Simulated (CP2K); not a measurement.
# Several settings converged on TaOs3 (P4mm, 4 atoms in the cell)

```xyz
4
Lattice="3.9032 0.0000 0.0000 0.0000 3.9032 0.0000 0.0000 0.0000 3.9032" Properties=species:S:1:pos:R:3 pbc="T T T"
Ta     0.0000     0.0000     0.0500
Os     0.0000     1.9516     1.9516
Os     1.9516     0.0000     1.9516
Os     1.9516     1.9516     0.0000
```

Base method: LDA (Pade form), GPW, DZVP-MOLOPT-SR-GTH basis, GTH-PADE potentials (GTH_POTENTIALS) run with CP2K.

Base settings: CUTOFF = 500 Ry; REL_CUTOFF = 50 Ry; SMEAR/METHOD = FERMI_DIRAC; ELECTRONIC_TEMPERATURE = 1160.45 K; KPOINTS/SCHEME = MONKHORST-PACK 4 4 4; GAMMA_CENTERED = T; XC_FUNCTIONAL = PADE; Ta/BASIS_SET = DZVP-MOLOPT-SR-GTH-q13; Ta/POTENTIAL = GTH-PADE-q13; Os/BASIS_SET = DZVP-MOLOPT-SR-GTH-q16.

**The k-point mesh**

Moved along: GAMMA_CENTERED.

The second cell is the first with its lattice scaled by 0.98.

Only quantities that move along the ladder and can be compared are tabulated.

| KPOINTS/SCHEME | free energy less the last step's (meV/atom) | energy of the compressed cell less the first (meV/atom) | pressure (GPa) | largest difference of a force vector from the last step's (eV/Å) |
|---|---|---|---|---|
| MONKHORST-PACK 2 2 2 | 138.53 | -110.19 | -29.97 | 1.039 |
| MONKHORST-PACK 3 3 3 | -54.55 | -104.91 | -29.77 | 0.117 |
| MONKHORST-PACK 4 4 4 | 24.29 | -98.45 | -28.46 | 0.066 |
| MONKHORST-PACK 5 5 5 | 2.23 | -103.21 | -29.37 | 0.024 |
| MONKHORST-PACK 6 6 6 | -2.32 | -105.07 | -29.62 | 0.013 |
| MONKHORST-PACK 7 7 7 | -5.16 | -104.57 | -29.52 | 0.024 |
| MONKHORST-PACK 8 8 8 | 0.00 | -102.63 | -29.22 | 0.000 |

Coarsest KPOINTS/SCHEME that holds the pressure within 0.5 GPa: not settled: the last two steps still differ by 0.30 GPa, over half the tolerance, so the ladder does not show it.

Coarsest KPOINTS/SCHEME that holds the energy of the compressed cell less the first within 1 meV/atom: not settled: the last two steps still differ by 1.9 meV/atom, over half the tolerance, so the ladder does not show it.

Coarsest KPOINTS/SCHEME that holds the free energy within 2 meV/atom: not settled: the last two steps still differ by 5.2 meV/atom, over half the tolerance, so the ladder does not show it.

**The k-point mesh at a smearing width of 0.02 eV**

In this ladder: ELECTRONIC_TEMPERATURE = 232.09 K. Moved along: GAMMA_CENTERED.

Only quantities that move along the ladder and can be compared are tabulated.

```csv
KPOINTS/SCHEME,free energy less the last step's (meV/atom),pressure (GPa),largest difference of a force vector from the last step's (eV/Å)
MONKHORST-PACK 3 3 3,-61.74,-29.89,0.123
MONKHORST-PACK 4 4 4,38.29,-28.51,0.133
MONKHORST-PACK 5 5 5,-2.96,-29.47,0.033
MONKHORST-PACK 6 6 6,-2.15,-30.06,0.043
MONKHORST-PACK 8 8 8,0.29,-29.32,0.019
MONKHORST-PACK 9 9 9,0.00,-29.83,0.000
```

Coarsest KPOINTS/SCHEME that holds the free energy within 2 meV/atom of the last step, with all finer ones: MONKHORST-PACK 8 8 8; the step before is off by 2.2 meV/atom.

Coarsest KPOINTS/SCHEME that holds the pressure within 1 GPa: not settled: the last two steps still differ by 0.51 GPa, over half the tolerance, so the ladder does not show it.

Coarsest KPOINTS/SCHEME that holds the forces within 0.01 eV/Å: not settled: the last two steps still differ by 0.019 eV/Å, over half the tolerance, so the ladder does not show it.

**The k-point mesh at a smearing width of 0.3 eV**

In this ladder: ELECTRONIC_TEMPERATURE = 3481.36 K. Moved along: GAMMA_CENTERED.

Only quantities that move along the ladder and can be compared are tabulated.

```tsv
KPOINTS/SCHEME	free energy less the last step's (meV/atom)	pressure (GPa)	largest difference of a force vector from the last step's (eV/Å)
MONKHORST-PACK 3 3 3	-30.15	-28.08	0.075
MONKHORST-PACK 4 4 4	5.61	-27.49	0.026
MONKHORST-PACK 5 5 5	5.18	-27.78	0.004
MONKHORST-PACK 6 6 6	0.79	-27.97	0.001
MONKHORST-PACK 8 8 8	0.31	-27.88	0.001
MONKHORST-PACK 9 9 9	0.00	-27.94	0.000
```

Coarsest KPOINTS/SCHEME that holds the free energy within 2 meV/atom of the last step, with all finer ones: MONKHORST-PACK 6 6 6; the step before is off by 5.2 meV/atom.

Coarsest KPOINTS/SCHEME that holds the forces within 0.02 eV/Å of the last step, with all finer ones: MONKHORST-PACK 5 5 5; the step before is off by 0.026 eV/Å.

Coarsest KPOINTS/SCHEME that holds the pressure within 0.2 GPa of the last step, with all finer ones: MONKHORST-PACK 5 5 5; the step before is off by 0.44 GPa.

Two neighbours can agree and both be off: MONKHORST-PACK 4 4 4 and MONKHORST-PACK 5 5 5 differ by 0.42 meV/atom in the free energy, yet lie about 5.2 meV/atom from the last step.

On the base run: the starting cell comes from a database of computed structures (which also holds hypothetical and non-ambient phases and stackings), without a prior relaxation at this level. Its lattice was rescaled by up to half a per cent. One atom was moved a little off its site on purpose. Spin polarisation is off. Values carry the incompleteness of an atom-centred basis. In the base run, with a pressure of about -28 GPa the cell is away from its equilibrium volume at this level. Without a gap this mesh is coarse (it stands for a supercell whose shortest vector is 16 Å).
